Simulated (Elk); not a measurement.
Elk 10.2.4, DFT, PBE, spin-polarised, all-electron FP-LAPW, Elk's shipped species files: a generated cell (prototype structure at a guessed volume, not a measured phase) of Gd3Co (space group I4/mmm), 4 atoms, spin-polarised from a ferromagnetic start. Basis and mesh were picked for this test and aren't claimed converged.

cell: 6.27, 6.27, 6.27 Å; 135.5, 135.5, 64.8°
task: ground state
xctype: 20
spinpol: true
reducebf: 0.5
swidth: 0.004 Hartree
k mesh (ngridk): 8×8×8
maxscl: 100
rgkmax: 7 (default)
empty states an atom (nempty): 4 (default)
epspot (Hartree): 1e-06 (default)
epsengy (Hartree): 0.0001 (default)
k-points after symmetry (for each spin): 59
largest matrix size: 346
valence states: 102

Settings of this run: mixtype = 3, mixsdb = 5, broydpm = [0.05, 0.15], tefvit = false; 4 threads, 1 BLAS thread.

```tsv
loop	total energy (Hartree)	RMS change in potential
1	-35256.9175176	-
2	-35257.1341902	2.056969312
3	-35258.0305682	2.052696774
4	-35276.6531166	1.961448415
5	-35274.4592095	1.964259026
6	-35272.9609178	1.852704073
7	-34889.7624841	1.575345818
8	-34956.2155775	1.283732245
9	-35076.7247812	0.7439144118
10	-35194.0345306	1.035321565
11	-35172.7018629	0.9810599797
12	-35175.4072690	0.9846385137
13	-35169.3484661	1.080536751
14	-35223.8879512	1.065333479
…	…	…
51	-35237.6109566	0.2001500311E-01
52	-35242.3645000	0.1230334167
53	-35239.3765796	0.8932789825E-01
54	-35244.7097652	0.1474298812
55	-35241.8945840	0.1099361719
56	-35241.4771753	0.9181928386E-01
57	-35243.7505630	0.1408674358
58	-35243.9426295	0.1398114444
…	…	…
93	-35235.7039140	0.4446784055E-02
94	-35235.7135115	0.4427676749E-02
95	-35235.4882317	0.5600611761E-02
96	-35235.5325877	0.4666656691E-02
97	-35235.5081032	0.5129120360E-02
98	-35235.5847737	0.3637389141E-02
99	-35235.4853797	0.4570477358E-02
100	-35235.4374179	-
```

The run ended without self-consistency in 100 loops.

Task: What should be changed so that self-consistency is reached?

Result: Several could match; the one computed here: broydpm = [0.4, 0.15] (default) (54 self-consistent loops), all else kept. The other changes of this size gave: broydpm = [0.2, 0.15] (84); broydpm = [0.1, 0.15] (not converged); broydpm = [0.7, 0.15] (not converged); broydpm = [0.4, 0.01] (not converged); broydpm = [0.4, 0.5] (not converged). Counts are of single runs.
